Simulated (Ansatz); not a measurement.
Take WC (space group P-6m2, No. 187) as the base.

```xyz
2
Lattice="2.8985 0.0000 0.0000 -1.4492 2.5101 0.0000 0.0000 0.0000 2.8277" Properties=species:S:1:pos:R:3 pbc="T T T"
W      0.0000     0.0000     0.0000
C      0.0000     1.6734     1.4139
```

Level of theory: Ansatz (a first-principles code) PBEsol, without spin-orbit coupling.

For the base:

Lattice parameter a: 2.898 Å

One thing is altered: cell and atoms relaxed at a pressure of 0.9 GPa.

Problem. What does the calculation give for the lattice parameter a after the change?

Solution. The lattice parameter a decreases by 0.002 Å to 2.896 Å.

Load acts through the strain it causes; cell and atoms are relaxed under it. Stability against distortions was not tested. The final runs are not spin-polarised.
